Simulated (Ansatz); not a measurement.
Abridged Ansatz (an electronic-structure program) output:

```
Relaxation: its limit of steps is 30 (relax.max_steps)
Pseudopotential: Zn, paw, valence charge 12
Pseudopotential: Ge, paw, valence charge 14
Pseudopotential: P, paw, valence charge 5
Crystal: 8 atoms, lattice volume = 164.016 Å³
Basis set: ecut = 420 eV, 3203 PW (Γ), exchange–correlation on 90×90×90 points (8 copies of the dense FFT grid, shifted against one another)
Bands: 45, of which v1, the nominal top of the filled ones, is band 37 counted from 1 (36 counted from 0)
Symmetry: 8 space group operations
k-points: 163 of 1728 (time reversal used)
Functional: x = pbe(κ = 0.804, μ = 0.2195149727645171), c = pbe(β = 0.06672455060314922)
SCF iter   1: F=—  HF=-18242.601339 eV  |F-HF|=—  |Δ(HF+E_count)|=         —  Δρ=1.07e-1  dr2=1.30e1  ethr=1.77e-3  ⟨swp⟩=8.9  Hψ=34393  notcnv=0  defer=13
SCF iter   2: F=—  HF=-18239.611965 eV  |F-HF|=—  |Δ(HF+E_count)|=    2.99e0  Δρ=3.11e-2  dr2=1.10e0  ethr=1.77e-3  ⟨swp⟩=3.7  Hψ=20569  notcnv=0  defer=271
SCF 1 converged in 11 iterations: F = -18238.514146 eV  dr2 = 7.30e-10
relax step   1: F+E_penalty+E_count = -18238.51414639 eV  Δ(F+E_penalty+E_count) = +0.000e0 eV  max|allowed force component| = 5.439e-1 eV/Å  Δτ_max = 0.0000 Å  (11 SCF iters, accepted)
Crystal: 8 atoms, lattice volume = 164.016 Å³
SCF iter   1: F=—  HF=-18238.567610 eV  |F-HF|=—  |Δ(HF+E_count)|=         —  Δρ=1.84e-3  dr2=3.74e-3  ethr=4.77e-6  ⟨swp⟩=3.0  Hψ=28025  notcnv=0  defer=263
SCF iter   2: F=—  HF=-18238.567346 eV  |F-HF|=—  |Δ(HF+E_count)|=   2.64e-4  Δρ=9.39e-4  dr2=1.32e-3  ethr=4.77e-6  ⟨swp⟩=2.0  Hψ=8550  notcnv=0  defer=263
SCF 2 converged in 9 iterations: F = -18238.567202 eV  dr2 = 7.44e-10
relax step   2: F+E_penalty+E_count = -18238.56720175 eV  Δ(F+E_penalty+E_count) = -5.306e-2 eV  max|allowed force component| = 2.555e-1 eV/Å  Δτ_max = 0.0332 Å  (9 SCF iters, accepted)
Crystal: 8 atoms, lattice volume = 164.016 Å³
SCF iter   1: F=—  HF=-18238.582638 eV  |F-HF|=—  |Δ(HF+E_count)|=         —  Δρ=1.65e-3  dr2=2.97e-3  ethr=3.99e-5  ⟨swp⟩=5.2  Hψ=20457  notcnv=0  defer=255
SCF iter   2: F=—  HF=-18238.582408 eV  |F-HF|=—  |Δ(HF+E_count)|=   2.30e-4  Δρ=8.38e-4  dr2=1.04e-3  ethr=4.04e-6  ⟨swp⟩=2.0  Hψ=10743  notcnv=0  defer=255
SCF 3 converged in 10 iterations: F = -18238.582298 eV  dr2 = 5.83e-11
relax step   3: F+E_penalty+E_count = -18238.58229850 eV  Δ(F+E_penalty+E_count) = -1.510e-2 eV  max|allowed force component| = 1.337e-3 eV/Å  Δτ_max = 0.0294 Å  (10 SCF iters, accepted)
[...]
Fermi energy:    8.646196 eV
--- Forces (eV/Å), atoms counted from 1 ---
  atom   1  Zn     0.00000000     0.00000000    -0.00000000
  atom   2  Zn     0.00000000    -0.00000000    -0.00000000
  atom   3  Ge    -0.00000000     0.00000000     0.00000000
  atom   4  Ge     0.00000000     0.00000000     0.00000000
  atom   5  P     -0.00000000    -0.00133684     0.00000000
  atom   6  P     -0.00000000     0.00133684     0.00000000
  atom   7  P      0.00133684     0.00000000     0.00000000
  atom   8  P     -0.00133684    -0.00000000     0.00000000
--- Stress (GPa, compression-positive) ---
        1.436595      -0.000000       0.000000
       -0.000000       1.436595      -0.000000
       -0.000000      -0.000000       1.823332
  P = ⅓ Tr σ = 1.5655 GPa (15.655 kbar)
--- Relaxed structure (3 steps of the walk, 3 accepted, 0 SCFs on fresh bases) ---
  atoms:
    - { symbol: Zn, position: [0.75, 0.25000000000000006, 0.5] }
    - { symbol: Zn, position: [-7.885242549062429e-20, -7.88524254906246e-20, -1.5770485098124894e-19] }
    - { symbol: Ge, position: [0.25000000000000006, 0.75, 0.5] }
    - { symbol: Ge, position: [0.5, 0.5, -1.5770485098124831e-19] }
    - { symbol: P, position: [0.11699904676035641, 0.125, 0.49199904676035633] }
    - { symbol: P, position: [0.6330009532396436, 0.625, 0.5080009532396436] }
    - { symbol: P, position: [0.375, 0.8830009532396437, 1.0080009532396437] }
    - { symbol: P, position: [0.8750000000000002, 0.3669990467603565, -0.00800095323964356] }
```

Q: What was computed, and what are the main results?

A: ZnGeP2, 8 atoms in the cell, with Ansatz PBE, no SOC. The last SCF converged to F = -18238.582298 eV, or -2279.8228 eV per atom. The total energy compares only with runs of the same code, potentials and settings.

Carriers are added with a uniform compensating background; total energy and stress of such cells depend on the potential's zero and are not compared; many-body gap narrowing is missing at this level. Whether these cells are dynamically stable was not tested. The cell was made from ZnGeP$_{2}$ in the chalcopyrite structure (space group I-42d, No. 122) by this change: electrons 1.0×10^22 cm⁻³.

Keys are those of Ansatz 0.2.
